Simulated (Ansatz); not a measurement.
Consider GaAs in the zinc blende structure (space group F-43m, No. 216; a = 5.6028 Å). Axes: x, y, z lie along the cube axes.

Computed with Ansatz (an electronic-structure program), LDA, PAW, cutoff 420 eV, without spin-orbit coupling.

Strains are applied to the cell and any free atomic positions relax.

One change was made to it. Results:

The valence-band top at Γ (three highest levels, from the VBM) becomes 0.00, -0.13, -0.23 eV (base: 0.00, 0.00, 0.00 eV); the energy rises by 3.3 meV/atom; the pressure (mean of the normal stresses, compression positive) hardly moves (0.01 GPa against 0.04 GPa).

Task: Which change produced these results?
A. tensor shear ε_xy = +1.43 %
B. tensor shear ε_xy = +2.00 %
C. tensor shear ε_xy = +0.86 %
D. tensor shear ε_xy = +1.71 %

Result: A, tensor shear ε_xy = +1.43 %. For comparison, the valence-band top at Γ in the other runs: tensor shear ε_xy = +0.86 % gives 0.00, -0.08, -0.14 eV; tensor shear ε_xy = +2.00 % gives 0.00, -0.20, -0.32 eV; tensor shear ε_xy = +1.71 % gives 0.00, -0.16, -0.28 eV.

The levels and masses belong to the bands next to the band gap. Whether these cells are dynamically stable was not tested.
